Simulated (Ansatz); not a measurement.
Take WS2 in the 2H-MoS2 type structure (space group P6_3/mmc, No. 194; a = 3.1543 Å, c = 12.1409 Å; layered, stacked along the Cartesian z axis) as the base.

(Cell as relaxed with PBE-D3(BJ).)

Levels (all Ansatz, a first-principles code, PAW, earlier PAW set): PBE-D3(BJ) (420 eV, scalar-relativistic without spin-orbit coupling); PBEsol-D3(BJ) (420 eV, no SOC).

Each level relaxes its own structure.

```
base                 PBE-D3(BJ)  PBEsol-D3(BJ)
-------------------  ----------  -------------
volume per atom        17.44 Å³       16.49 Å³
lattice parameter a     3.154 Å        3.115 Å
band gap                0.88 eV        0.66 eV
```

It is then changed as follows: cell and atoms relaxed at a pressure of 2.1 GPa.

```csv
quantity,PBE-D3(BJ),PBEsol-D3(BJ)
volume per atom,16.84 Å³,…
"valence-band top at Γ (three highest levels, from the VBM)","0.00, -1.29, -1.46 eV",…
band gap,0.75 eV,…
c/a ratio,3.780,…
```

What does PBEsol-D3(BJ) give?


- volume per atom, PBEsol-D3(BJ): 16.06 Å³
- valence-band top at Γ (three highest levels, from the VBM), PBEsol-D3(BJ): 0.00, -1.16, -1.73 eV
- band gap, PBEsol-D3(BJ): 0.54 eV
- c/a ratio, PBEsol-D3(BJ): 3.738

PBE-D3(BJ)'s volume per atom lies 0.78 Å³ above PBEsol-D3(BJ)'s (4.9 %); PBE-D3(BJ)'s band gap lies 0.21 eV above PBEsol-D3(BJ)'s; PBE-D3(BJ)'s c/a ratio lies 0.042 above PBEsol-D3(BJ)'s. Neither level is exact; PBEsol-D3(BJ) is the comparison here, not a measurement.

With W present, leaving out spin-orbit coupling can change the band edges. Load acts through the strain it causes; cell and atoms are relaxed under it. Whether these cells are dynamically stable was not tested.
